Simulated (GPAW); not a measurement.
Band structure of K2S (Fm-3m, 3 atoms in the cell).

```
CELL_PARAMETERS angstrom
      0.00000     3.79850     3.79850
      3.79850     0.00000     3.79850
      3.79850     3.79850     0.00000
ATOMIC_POSITIONS crystal
  K  0.75000 0.75000 0.75000
  K  0.25000 0.25000 0.25000
  S  0.00000 0.00000 0.00000
```

Method: PBE, GPAW PAW datasets PBE (gpaw-data 1.0.1) (plane waves; GPAW).

Settings: mode = pw; ecut = 600 eV; xc = PBE; kpts = 5 5 5; mesh shift (steps) = 0 0 0; occupations.name = fermi-dirac; occupations.width = 0.01 eV; nbands = -8; convergence.density = 1e-05 e/electron; convergence.energy = 1e-05 eV/electron; convergence.bands = -6; symmetry.symmorphic = false; symmetry.tolerance = 0.0005; maxiter = 150.

The starting cell comes from a database of computed structures (which also holds hypothetical and non-ambient phases and stackings), without a prior relaxation at this level. Its lattice was rescaled by a random factor within 2.5 % of one.

Problem. Predict the gap along the standard path and the places of the band edges.

Solution. The gap along the path is 2.19 eV, from X to Γ; the smallest direct gap on it is 2.32 eV.

Levels in eV from the top of the valence band on the SCF mesh, bands 9 to 16:
```csv
point,9,10,11,12,13,14,15,16
Γ,-9.56,-0.13,-0.13,-0.13,2.19,5.44,5.44,7.19
X,-9.38,-0.66,0.00,0.00,3.48,5.14,6.20,6.50
W,-9.38,-0.34,-0.34,-0.01,3.69,5.56,5.56,6.50
K,-9.38,-0.49,-0.19,0.00,3.70,5.26,5.99,6.52
L,-9.41,-0.57,-0.03,-0.03,4.56,4.67,5.69,5.69
U,-9.38,-0.49,-0.19,0.00,3.70,5.26,5.99,6.52
```
